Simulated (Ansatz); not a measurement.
**A computed series for CsBH4: response to strain**

Take CsBH4 (space group F-43m, No. 216; a = 7.2246 Å; a cell from a computed database, its experimental status unchecked) as the base. Axes: x, y, z lie along the cube axes.

Strains are applied to the cell and any free atomic positions relax; under biaxial strain the out-of-plane vector relaxes too.

Method: PBEsol (Ansatz, a first-principles code), no spin-orbit coupling.

Notes on the quantities. pressure: mean of the normal stresses, compression positive; energy relative to the base: free energy F.

```json
[
 {"change": "base", "pressure": "0.00 GPa", "shortest interatomic distance": "1.235 Å", "band gap": "5.46 eV", "gap character": "indirect, W → X", "energy relative to the base": "0 meV/atom"},
 {"change": "biaxial strain +2.48 %, plane normal [001], relaxed out of plane", "pressure": "-0.45 GPa", "shortest interatomic distance": "1.237 Å", "band gap": "5.46 eV", "gap character": "indirect, X → M", "energy relative to the base": "+1.8 meV/atom"},
 {"change": "biaxial strain +3.59 %, plane normal [111], relaxed out of plane", "pressure": "-0.35 GPa", "shortest interatomic distance": "1.236 Å", "band gap": "5.46 eV", "gap character": "direct at F", "energy relative to the base": "+1.9 meV/atom"},
 {"change": "isotropic strain −5.60 %", "pressure": "3.35 GPa", "shortest interatomic distance": "1.229 Å", "band gap": "5.09 eV", "gap character": "indirect, W → X", "energy relative to the base": "+22 meV/atom"},
 {"change": "isotropic strain −1.28 %", "pressure": "0.53 GPa", "shortest interatomic distance": "1.234 Å", "band gap": "5.39 eV", "gap character": "indirect, W → X", "energy relative to the base": "+0.9 meV/atom"},
 {"change": "uniaxial strain ε_xx = −3.35 %", "pressure": "0.52 GPa", "shortest interatomic distance": "1.234 Å", "band gap": "5.32 eV", "gap character": "indirect, X → M", "energy relative to the base": "+2.0 meV/atom"},
 {"change": "tensor shear ε_xy = +1.70 %", "pressure": "-0.01 GPa", "shortest interatomic distance": "1.235 Å", "band gap": "5.44 eV", "gap character": "direct at X", "energy relative to the base": "+0.2 meV/atom"}
]
```

Whether these cells are dynamically stable was not tested. Labels are those of the standard path for the cell's own space group.
